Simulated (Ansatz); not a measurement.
```
InCPSi
1.0
    1.81839     1.04985     6.05328
   -1.81839     1.04985     6.05328
    0.00000    -2.09969     6.05328
In P Si C
1 1 1 1
Direct
  0.98448   0.98448   0.98448
  0.13011   0.13011   0.13011
  0.51847   0.51847   0.51847
  0.61697   0.61697   0.61697
```

The cell was generated from a structure type, relaxed within its symmetry, and need not be the phase found at ambient conditions. Spin-orbit coupling is not included.

**Question.** Give the diagonal Born effective charges atom by atom and the electronic dielectric tensor from linear response, PBEsol density-functional theory in Ansatz (plane waves, PAW).

**Answer.** 
| atom | Z*xx | Z*yy | Z*zz |
|---|---|---|---|
| In1 | 2.61 | 2.61 | 2.95 |
| P2 | -2.23 | -2.23 | -1.47 |
| Si3 | 2.48 | 2.48 | 1.86 |
| C4 | -2.86 | -2.86 | -3.34 |

ε∞ diagonal: 10, 10, 10. The k mesh is 8×8×8. The program warned that the k mesh resolves the field response only roughly, so the permittivities and charges are not converged. Away from Γ the polar cell without biaxial strain shows no imaginary mode on a 2×2×2 mesh.

The PAW data sets were generated under PBE and serve the other functionals too.

Ansatz is a quantum-chemistry and plane-wave program.
